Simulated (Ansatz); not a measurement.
Consider Ca in the fcc (Cu type) structure (space group Fm-3m, No. 225; a = 5.5265 Å; relaxed with 0.1 eV smearing).

Method: PBE, PAW, 420 eV (Ansatz, an electronic-structure program; spin-orbit coupling left out).

Before the change:

The pressure is 0.0 GPa and the band gap is zero.

Modification: every lattice vector is stretched by 2.00 %; the atoms relax in the strained cell.

### Question
Estimate the effect on the energy relative to the base, pressure and band gap.

### Answer
The energy increases by 7.8 meV/atom; the pressure goes from zero to -0.9 GPa; the band gap remains zero.

Whether these cells are dynamically stable was not tested.
